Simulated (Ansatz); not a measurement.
TaAgO₃ (Pm-3m, No. 221, 5 atoms in the cell; start mp-1187189), treated with HSE06 in Ansatz (plane waves, PAW).

Run with plane-wave cutoff 460 eV, 6×6×6 k mesh, Fermi–Dirac smearing 0.01 eV, no spin polarisation, scalar-relativistic PAW data made under PBE.

Cell (relaxed with PBEsol):

```yaml
crystal:
  lattice:
    - [3.95145, 0.00000, 0.00000]
    - [0.00000, 3.95145, 0.00000]
    - [0.00000, 0.00000, 3.95145]
  atoms:
    - { symbol: Ta, position: [0.00000, 0.00000, 0.00000] }
    - { symbol: Ag, position: [0.50000, 0.50000, 0.50000] }
    - { symbol: O, position: [0.00000, 0.00000, 0.50000] }
    - { symbol: O, position: [0.50000, 0.00000, 0.00000] }
    - { symbol: O, position: [0.00000, 0.50000, 0.00000] }
```

Problem. Estimate the band gap, smallest direct gap on the k points sampled and direct gap at Γ that the calculation returns.

Solution. 
- band gap: 3.46 eV (on the SCF k mesh)
- smallest direct gap on the k points sampled: 3.78 eV
- direct gap at Γ: 4.61 eV

Note: cell and atoms aren't relaxed at this level (pressure 1.0 GPa).

Spin–orbit coupling is not included.

Static lattice: no zero-point or thermal effects.

A start named mp-… is a Materials Project structure, which need not be a measured phase.

Ansatz is an electronic-structure program.
